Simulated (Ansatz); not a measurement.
Take WSe2 (space group Fm-3m, No. 225; ferromagnetic; a hypothetical phase, not in the database extracts checked) as the base.

```xyz
3
Lattice="0.0000 3.1311 3.1311 3.1311 0.0000 3.1311 3.1311 3.1311 0.0000" Properties=species:S:1:pos:R:3 pbc="T T T"
W      0.0000     0.0000     0.0000
Se     1.5655     1.5655     1.5655
Se     4.6966     4.6966     4.6966
```

Cartesian axes are those of the cell as printed.

All numbers come from Ansatz (a program for electronic structure), r2SCAN, PAW, cutoff 500 eV, no spin-orbit coupling.

Base values:

The volume per atom comes out as 20.46 Å³.

Perturbation: uniaxial stress, 5 GPa compression along z; all other stress components relax to zero.

Estimate the effect on the volume per atom and energy relative to the base.

The volume per atom decreases by 0.28 Å³ to 20.18 Å³; the energy rises by 7.5 meV/atom.

The magnetic state is the one reached from the starting moments; the real material's order can differ, and small cells can't hold many antiferromagnetic ones. Without a gap, meshes like the base's 13×13×13 leave anisotropic stresses uncertain by several tenths of a GPa, and small strain energies with them. Load acts through the strain it causes; cell and atoms are relaxed under it. Beyond what the load breaks, stability against distortions was not tested.
